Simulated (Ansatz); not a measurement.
Base system: NaI in the rock salt structure (space group Fm-3m, No. 225).

```xyz
2
Lattice="0.0000 3.2645 3.2645 3.2645 0.0000 3.2645 3.2645 3.2645 0.0000" Properties=species:S:1:pos:R:3 pbc="T T T"
I      0.0000     0.0000     0.0000
Na     3.2645     3.2645     3.2645
```

All numbers come from Ansatz (a quantum-chemistry and plane-wave program) PBE, no spin-orbit coupling.

One change was made to it. Results:

```tsv
quantity	base	after
electron mass	0.27 mₑ (at Γ)	1.1 mₑ along k, 0.19 mₑ across (at X)
width of the top valence band	0.89 eV	3.43 eV
gap character	direct at Γ	indirect, Γ → X
lattice parameter a	6.529 Å	5.022 Å
band gap	3.58 eV	2.41 eV
```

**Question.** What was done to the base?
A. pressure 3 GPa
B. pressure 75 GPa
C. pressure 15 GPa
D. pressure −1 GPa
E. pressure 30 GPa

**Answer.** B, pressure 75 GPa. For comparison, the band gap in the other runs: pressure 15 GPa gives 4.56 eV; pressure 3 GPa gives 3.99 eV; pressure 30 GPa gives 3.88 eV; pressure −1 GPa gives 3.39 eV.

With I present, leaving out spin-orbit coupling can change the band edges. Load acts through the strain it causes; cell and atoms are relaxed under it. Effective masses come from finite differences of ±0.01 Å⁻¹. Along k means along the line from Γ to the band edge. Whether these cells are dynamically stable was not tested. Competing high-pressure phases were not computed.
